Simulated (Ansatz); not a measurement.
Relaxation of the outer planes of the (211) surface of fcc Pb in its 1x1 cell, outermost plane spacing 1.03 Å in the ideal cut.

The numbers are results of PBE (plane waves to 420 eV, PAW; Ansatz, an electronic-structure program), not measurements.

Slab: 11 atoms, 10.3 Å thick at the start (thin: gaps and levels are the slab's own); k 11x5x1, smearing 0.1 eV, dipole-corrected; all atoms relaxed; start symmetry kept, larger cells not searched; no spin, no spin-orbit, no U.

| plane | atoms | bulk spacing to the next (Å) | relaxed spacing (Å) | change (%) | rumpling (Å) |
|---|---|---|---|---|---|
| 1 | Pb | 1.029 | ? | ? | 0.00 |
| 2 | Pb | 1.029 | 0.844 | -17.9 | 0.00 |

### Question
Complete the blanks.

### Answer

- 1, relaxed spacing (Å): 0.960
- 1, change (%): -6.7
